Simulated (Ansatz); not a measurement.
Take Pt in the fcc (Cu type) structure (space group Fm-3m, No. 225; a = 3.918 Å) as the base.

Computed with PBEsol, PAW, 420 eV (Ansatz, a first-principles code; scalar-relativistic without spin-orbit coupling).

One change was made to it. Results:

The shortest interatomic distance drops by 0.0094 Å to 2.761 Å; the density rises by 0.22 g/cm³ (21.54 g/cm³ → 21.76 g/cm³).

Which of these changes matches the shifts?
A. pressure 7 GPa
B. pressure 15 GPa
C. pressure 30 GPa
D. pressure 3 GPa

D, pressure 3 GPa. For comparison, the shortest interatomic distance in the other runs: pressure 7 GPa gives 2.750 Å; pressure 30 GPa gives 2.694 Å; pressure 15 GPa gives 2.728 Å.

Load acts through the strain it causes; cell and atoms are relaxed under it. Stability against distortions was not tested. Competing high-pressure phases were not computed. The final runs are not spin-polarised.
